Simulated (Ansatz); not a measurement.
## Zn, element substitutions

The parent structure is Zn in the hcp (Mg type) structure (space group P6_3/mmc, No. 194; a = 2.6468 Å, c = 4.6794 Å).

Each row replaces one element on all its sites; cell and atoms are relaxed.

Method: Ansatz (a first-principles code), r2SCAN, PAW, cutoff 500 eV, scalar-relativistic without spin-orbit coupling.

For the base:

```
Quantity                         Value
-----------------------------  -------
Shortest interatomic distance  2.647 Å
```

**Question.** The aim is a shortest interatomic distance between 3.207 Å and 3.485 Å. Which of these changes reaches it?
(A) Zn → In
(B) Zn → Be
(C) Zn → Mn

**Answer.** A, Zn → In. It gives 3.333 Å; Zn → Be gives 2.210 Å; Zn → Mn gives 2.446 Å. Changes not listed may reach it too

Whether these cells are dynamically stable was not tested. For Mn and In in this form, whether it has been made was not checked. Starting moments died away, wholly or in part, for Zn → Mn; another magnetic solution may exist. All final runs are without spin polarisation. This is not the structure that Mn has at room temperature and ambient pressure. This is not the structure that In has at room temperature and ambient pressure.
